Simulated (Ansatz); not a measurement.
# BP, response to strain

Start from BP in the zinc blende structure (space group F-43m, No. 216; a = 4.537 Å). Axes: x, y, z lie along the cube axes.

Strains are applied to the cell and any free atomic positions relax; under biaxial strain the out-of-plane vector relaxes too.

Method: r2SCAN (Ansatz, an electronic-structure program, PAW, no spin-orbit coupling).

Candidates:
(a) biaxial strain +4.10 %, plane normal [111], relaxed out of plane
(b) isotropic strain +3.28 %
(c) biaxial strain +0.57 %, plane normal [001], relaxed out of plane
(d) uniaxial strain ε_xx = +5.50 %
(e) biaxial strain −1.02 %, plane normal [001], relaxed out of plane

Notes on the quantities. energy relative to the base: free energy F.

Task: Order them by energy relative to the base, lowest first.

Result: (c) biaxial strain +0.57 %, plane normal [001], relaxed out of plane (+1.0 meV/atom), (e) biaxial strain −1.02 %, plane normal [001], relaxed out of plane (+3.1 meV/atom), (d) uniaxial strain ε_xx = +5.50 % (+38 meV/atom), (a) biaxial strain +4.10 %, plane normal [111], relaxed out of plane (+52 meV/atom), (b) isotropic strain +3.28 % (+55 meV/atom)

Whether these cells are dynamically stable was not tested.
